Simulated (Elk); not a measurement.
# Worked example: self-consistent single point of Be5Co (F-43m, 6 atoms in the cell) in Elk

Computed with LDA (PW92), all-electron FP-LAPW, Elk's shipped species files, APW+lo basis with extra local orbitals (Elk).

Input as run:

```
tasks
  0

rgkmax
  7.5

gmaxvr
  16.0

nxlo
  2

lorbcnd
  .true.

lmaxi
  3

swidth
  0.00367493

maxscl
  100

avec
    0.0000000000    5.4498284140    5.4498284140
    5.4498284140    0.0000000000    5.4498284140
    5.4498284140    5.4498284140    0.0000000000

sppath
  'species/'

atoms
  2
  'Be.in'
  5
  0.2500000000  0.2500000000  0.2500000000    0.0 0.0 0.0
  0.6255700000  0.6255700000  0.1232900000    0.0 0.0 0.0
  0.6255700000  0.1232900000  0.6255700000    0.0 0.0 0.0
  0.6255700000  0.6255700000  0.6255700000    0.0 0.0 0.0
  0.1232900000  0.6255700000  0.6255700000    0.0 0.0 0.0
  'Co.in'
  1
  0.0000000000  0.0000000000  0.0000000000    0.0 0.0 0.0

ngridk
  8 8 8
```

Output, abridged:

```
│ Elk code version 10.2.4 │

All units are atomic (Hartree, Bohr, etc.)

│ Ground-state run starting from atomic densities │

Lattice vectors :
   0.000000000       5.449828414       5.449828414
   5.449828414       0.000000000       5.449828414
   5.449828414       5.449828414       0.000000000

Unit cell volume      :    323.7266718
Brillouin zone volume :   0.7662334774

Muffin-tin inner radius fraction :   0.1000000000E-01

Nuclei treated as point charges

Species :    1 (Be)
 parameters loaded from : Be.in
 name : beryllium
 nuclear charge    :   -4.000000000
 electronic charge :    4.000000000
 atomic mass :    16428.20279
 muffin-tin radius :    1.800000000
 number of radial points in muffin-tin :    297
 atomic positions (lattice), magnetic fields (Cartesian) :
   1 :   0.25000000  0.25000000  0.25000000    0.00000000  0.00000000  0.00000000
   2 :   0.62557000  0.62557000  0.12329000    0.00000000  0.00000000  0.00000000
   3 :   0.62557000  0.12329000  0.62557000    0.00000000  0.00000000  0.00000000
   4 :   0.62557000  0.62557000  0.62557000    0.00000000  0.00000000  0.00000000
   5 :   0.12329000  0.62557000  0.62557000    0.00000000  0.00000000  0.00000000

Species :    2 (Co)
 parameters loaded from : Co.in
 name : cobalt
 nuclear charge    :   -27.00000000
 electronic charge :    27.00000000
 atomic mass :    107428.6517
 muffin-tin radius :    2.400000000
 number of radial points in muffin-tin :    497
 atomic positions (lattice), magnetic fields (Cartesian) :
   1 :   0.00000000  0.00000000  0.00000000    0.00000000  0.00000000  0.00000000

Total number of atoms per unit cell :    6

Spin treatment :
 spin-unpolarised

Number of Bravais lattice symmetries :   48
Number of crystal symmetries         :   24
Crystal has no inversion symmetry
Complex Hermitian eigensolver will be used

k-point grid :      8     8     8
k-point offset :    0.000000000       0.000000000       0.000000000
k-point set is reduced with full crystal symmetry group
Total number of k-points :       43

Muffin-tin radius times maximum |G+k| :    7.500000000
 using average radius
Maximum |G+k| for APW functions       :    3.947368421
Maximum (1/2)|G+k|²                   :    7.790858726
Maximum |G| for potential and density :    16.00000000
 potential will be trimmed for |G| > 2 gkmax
Constant for pseudocharge density :   10
Radial integration step length :    4

G-vector grid sizes :     40    40    40
Number of G-vectors :    22227

Maximum angular momentum used for
 APW functions                      :    8
 outer part of muffin-tin           :    6
 inner part of muffin-tin           :    3

Total nuclear charge    :   -47.00000000
Total core charge       :    22.00000000
Total valence charge    :    25.00000000
Total excess charge     :    0.000000000
Total electronic charge :    47.00000000

Effective Wigner radius, rₛ :    1.180313402

Number of empty states         :   24
Total number of valence states :   37
Total number of core states    :   22

Conduction state local-orbitals added automatically
Total number of local-orbitals :  407

Exchange-correlation functional :      3     0     0
 Perdew-Wang/Ceperley-Alder, Phys. Rev. B 45, 13244 (1992)
 gradient requirement :    0
 local density approximation (LDA)

Smearing type :    3
 Fermi-Dirac
Smearing width :   0.3674930000E-02
Effective electronic temperature (K) :    1160.451112

Mixing type :    3
 Broyden mixing, J. Phys. A: Math. Gen. 17, L317 (1984)

Kohn-Sham potential initialised from atomic data

│ Self-consistent loop started │
│ Loop number : 1 │
 total energy                :     -1457.34484249
│ Loop number : 2 │
 total energy                :     -1458.38331451
RMS change in Kohn-Sham potential (target) :   0.1278155220     (  0.1000000000E-05)
Absolute change in total energy (target)   :    1.038472011     (  0.1000000000E-03)
│ Loop number : 3 │
 total energy                :     -1459.74263538
RMS change in Kohn-Sham potential (target) :   0.1026730177     (  0.1000000000E-05)
Absolute change in total energy (target)   :    1.618938880     (  0.1000000000E-03)
│ Loop number : 4 │
 total energy                :     -1462.64874551
RMS change in Kohn-Sham potential (target) :   0.4608962407E-01 (  0.1000000000E-05)
Absolute change in total energy (target)   :    3.310844845     (  0.1000000000E-03)
│ Loop number : 5 │
 total energy                :     -1464.23883858
RMS change in Kohn-Sham potential (target) :   0.1316507303E-01 (  0.1000000000E-05)
Absolute change in total energy (target)   :    2.417804282     (  0.1000000000E-03)
│ Loop number : 6 │
 total energy                :     -1464.66597210
RMS change in Kohn-Sham potential (target) :   0.4173766822E-02 (  0.1000000000E-05)
Absolute change in total energy (target)   :    1.031584590     (  0.1000000000E-03)
│ Loop number : 7 │
 total energy                :     -1464.56333209
RMS change in Kohn-Sham potential (target) :   0.4019729270E-02 (  0.1000000000E-05)
Absolute change in total energy (target)   :   0.1552561408     (  0.1000000000E-03)
│ Loop number : 8 │
 total energy                :     -1464.17353119
RMS change in Kohn-Sham potential (target) :   0.7200835334E-03 (  0.1000000000E-05)
Absolute change in total energy (target)   :   0.3509868675     (  0.1000000000E-03)
│ Loop number : 9 │
 total energy                :     -1464.20706552
RMS change in Kohn-Sham potential (target) :   0.2265395030E-03 (  0.1000000000E-05)
Absolute change in total energy (target)   :   0.5421238043E-01 (  0.1000000000E-03)
│ Loop number : 10 │
 total energy                :     -1464.22373760
RMS change in Kohn-Sham potential (target) :   0.3094128082E-04 (  0.1000000000E-05)
Absolute change in total energy (target)   :   0.3118975438E-02 (  0.1000000000E-03)
│ Loop number : 11 │
 total energy                :     -1464.22165075
RMS change in Kohn-Sham potential (target) :   0.2074132301E-04 (  0.1000000000E-05)
Absolute change in total energy (target)   :   0.1307096560E-02 (  0.1000000000E-03)
│ Loop number : 12 │
 total energy                :     -1464.22320997
RMS change in Kohn-Sham potential (target) :   0.2758141382E-05 (  0.1000000000E-05)
Absolute change in total energy (target)   :   0.1232438222E-02 (  0.1000000000E-03)
│ Loop number : 13 │
 total energy                :     -1464.22324720
RMS change in Kohn-Sham potential (target) :   0.2907098162E-05 (  0.1000000000E-05)
Absolute change in total energy (target)   :   0.3453407755E-03 (  0.1000000000E-03)
│ Loop number : 14 │
 total energy                :     -1464.22337538
RMS change in Kohn-Sham potential (target) :   0.1150123524E-05 (  0.1000000000E-05)
Absolute change in total energy (target)   :   0.2145190010E-03 (  0.1000000000E-03)
│ Loop number : 15 │
 total energy                :     -1464.22340897
RMS change in Kohn-Sham potential (target) :   0.6046268932E-06 (  0.1000000000E-05)
Absolute change in total energy (target)   :   0.8721805352E-04 (  0.1000000000E-03)
Convergence targets achieved

│ Loop number : 16 │

Energies :
 Fermi                       :     0.255947594516
 sum of eigenvalues          :     -834.486804246
 electron kinetic            :      1483.21634947
 core electron kinetic       :      1341.31136948
 Coulomb                     :     -2876.38427972
 Coulomb potential           :     -2223.77221774
 nuclear-nuclear             :     -184.916413154
 electron-nuclear            :     -3159.16351538
 Hartree                     :      467.695648822
 Madelung                    :     -1764.49817085
 xc potential                :     -93.9309359774
 exchange                    :     -67.4733035303
 correlation                 :     -3.57913808892
 electron entropic           :    -0.306284989279E-02
 total energy                :     -1464.22343471

Density of states at Fermi energy :    68.66011608
 (states/Hartree/unit cell)

Estimated indirect band gap :   0.1252477224E-02
 from k-point     10 to k-point     39
Estimated direct band gap   :   0.1347561845E-01
 at k-point     15

Charges :
 core                        :    22.00000000
 valence                     :    25.00000000
 interstitial                :    5.669644744
 muffin-tins (core leakage)
  species :    1 (Be)
   atom    1                 :    2.773612848     (  0.1235246526E-02)
   atom    2                 :    3.014054486     (  0.1320649097E-02)
   atom    3                 :    3.014054486     (  0.1320649097E-02)
   atom    4                 :    3.014054486     (  0.1320649097E-02)
   atom    5                 :    3.014054486     (  0.1320649097E-02)
  species :    2 (Co)
   atom    1                 :    26.50052446     (  0.5164542228E-03)
 total in muffin-tins        :    41.33035526
 total calculated charge     :    46.98661367
 total charge                :    47.00000000
 error                       :   0.1338633153E-01

│ Self-consistent loop stopped │
```

The run converged in 16 iterations. The count includes the last loop, which Elk runs after its targets are met.

The starting cell comes from a database of computed structures (which also holds hypothetical and non-ambient phases and stackings), without a prior relaxation at this level. Spin polarisation is off. Values depend on the basis (sphere radii, cutoffs, local orbitals), which need not be converged. The log's line on a gap gives a spacing of levels on this mesh, which the program prints for metals too.

Cost on one core of a shared machine: roughly 6 min.
